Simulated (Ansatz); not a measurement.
TiO2 (Pbca, No. 61), treated with r²SCAN in Ansatz (PAW).

Numerical settings: plane-wave cutoff 600 eV, 8×4×8 k mesh (along the axes of the cell as run), finite displacements, no spin polarisation, scalar-relativistic PAW data made under PBE.

Computed at the level's own relaxed cell.

Task: Give the computed high-frequency dielectric constant (mean over three axes) and dielectric constant ε0 (ions relaxed) (mean over three axes).

Result: 
- high-frequency dielectric constant (mean over three axes): 6.37
- dielectric constant ε0 (ions relaxed) (mean over three axes): 62.0

Note: the relaxation could not lower the start's symmetry, so the cell can be a saddle point above a distorted one.

Ansatz is an electronic-structure program.
